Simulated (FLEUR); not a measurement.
Input and output of a self-consistent single point for TiCo (Pm-3m, 2 atoms in the cell) (FLEUR).

Method of the run: FLEUR with LDA (Perdew-Zunger), all-electron FLAPW (FLEUR), scalar-relativistic valence.

```
TiCo
1.0
    2.96309     0.00000     0.00000
    0.00000     2.96309     0.00000
    0.00000     0.00000     2.96309
Ti Co
1 1
Cartesian
  0.00000   0.00000   0.00000
  1.48154   1.48154   1.48154
```

Reference input (self-consistent single point, DFT, PBE, all-electron FLAPW (FLEUR), scalar-relativistic valence): Kmax = 3.5 1/bohr; GmaxXC = 10.5 1/bohr; xcFunctional = pbe; jspins = 1; l_soc = F; mode = hist; fermiSmearingEnergy = 0.00499791 Htr; mesh (inpgen div1-3) = 9 9 9; inpgen gamma flag = false; Gmax = 10.5 1/bohr; numbands = 0; maxIterBroyd = 40. This run's input differs from it in these lines:

```diff
@@ -14,2 +14,3 @@
 &comp jspins=1 /
+&exco xctyp='pz' /
 &kpt div1=9 div2=9 div3=9 /
@@ -26,3 +27,3 @@
       <coreElectrons ctail="T" frcor="F" kcrel="0" coretail_lmax="0"/>
-      <xcFunctional name="pbe" relativisticCorrections="F"/>
+      <xcFunctional name="pz" relativisticCorrections="F"/>
       <magnetism jspins="1"/>
```

Output, abridged:

```
 Iteration:     1   Distance:      28.35664285 me/bohr^3
 Iteration:     2   Distance:      13.88939227 me/bohr^3
 Iteration:     3   Distance:      12.66663190 me/bohr^3
 Iteration:     4   Distance:      17.12331705 me/bohr^3
 Iteration:     5   Distance:      25.95154040 me/bohr^3
   [... 10 lines left out ...]
 Iteration:    16   Distance:       0.00065493 me/bohr^3
 Iteration:    17   Distance:       0.00009004 me/bohr^3
 Iteration:    18   Distance:       0.00008800 me/bohr^3
 Iteration:    19   Distance:       0.00000311 me/bohr^3
 Run finished successfully
 Stop message:
   Structural relaxation: Done

[file out, last iteration]
             iter=     20
[...]
          total density-effective poten   -3.5665688265E+03
          total charge density-energy d   -9.7657394378E+01
 Updated energy parameters for spin:           1
[...]
 fermi energy and band-weighting factors:

[...]
FERMIE:
          first approx. to ef    (T=0)  :   0.366810 htr   (energy of the highest occ. eigenvalue)
          number of occ. states  (T=0)  :        471
          first approx. to seigv (T=0)  : -15.404278 htr
          sum of weights of occ. states :  13.532236
          sum of semicore charge        :   0.000000 e
FERHIS:  Fermi-Energy by histogram:
          bandgap                     :   0.001440 htr
   [... lines left out ...]
          charge neutrality (T=0)     :   0.064472    (zero if the highest occ. eigenvalue is "entirely" occupied)
     EF_NEWTON:  Adjust Fermi-Energy by Newton-Method.
 Direct bandgap for spin            1 :    4.2582869642699972E-003  Htr
 ---->    free energy=                     -2243.1795215465 htr
   [... lines left out ...]
      extrapolation for T->0
 ---->    total electron energy=           -2243.1766381856 htr
 ***** TOTAL FORCES ON ATOMS *****
 TOTAL FORCE FOR ATOM TYPE=  1  X=  0.000   Y=  0.000   Z=  0.000
                       FX_TOT= 0.000000 FY_TOT= 0.000000 FZ_TOT= 0.000000
 TOTAL FORCE FOR ATOM TYPE=  2  X=  2.800   Y=  2.800   Z=  2.800
                       FX_TOT= 0.000000 FY_TOT= 0.000000 FZ_TOT= 0.000000
 Structural relaxation: Done
```

The run converged in 19 iterations. FLEUR gives forces in its relaxation mode, with a further iteration, so its stop message speaks of a relaxation. 

The starting cell has typed, rounded lattice constants, without a prior relaxation at this level. Its lattice was rescaled by a random factor within 2.5 % of one. Spin polarisation is off. Values depend on the basis (sphere radii, cutoffs, local orbitals), which need not be converged. The log's line on a gap gives a spacing of levels on this mesh, which the program prints for metals too.
